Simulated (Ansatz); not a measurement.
**A computed series for TaO2F: response to strain**

The parent structure is TaO₂F (space group P4_2/mmc, No. 131; a = 3.943 Å, c = 7.709 Å; a cell from a computed database, its experimental status unchecked). Axes: x, y, z lie along a, b, c of the conventional cell.

Strains are applied to the cell and any free atomic positions relax; under biaxial strain the out-of-plane vector relaxes too; under stress the whole cell relaxes.

All numbers come from PBEsol/PAW in Ansatz (a first-principles code), no SOC.

| change | shortest interatomic distance | smallest direct gap | gap character |
|---|---|---|---|
| base | 192.7 pm | 2.51 eV | indirect, R → Γ |
| biaxial strain −3.17 %, plane normal [001], relaxed out of plane | 190.9 pm | 2.62 eV | indirect, R → Γ |
| uniaxial strain ε_xx = +2.43 % | 192.6 pm | 2.42 eV | indirect, T → Γ |
| uniaxial stress, 8 GPa compression along x | 192.8 pm | 2.53 eV | indirect, T → Γ |

Spin-orbit coupling, missing from the scalar runs, can matter with Ta. Beyond what the load breaks, stability against distortions was not tested. Labels are those of the standard path for the cell's own space group.
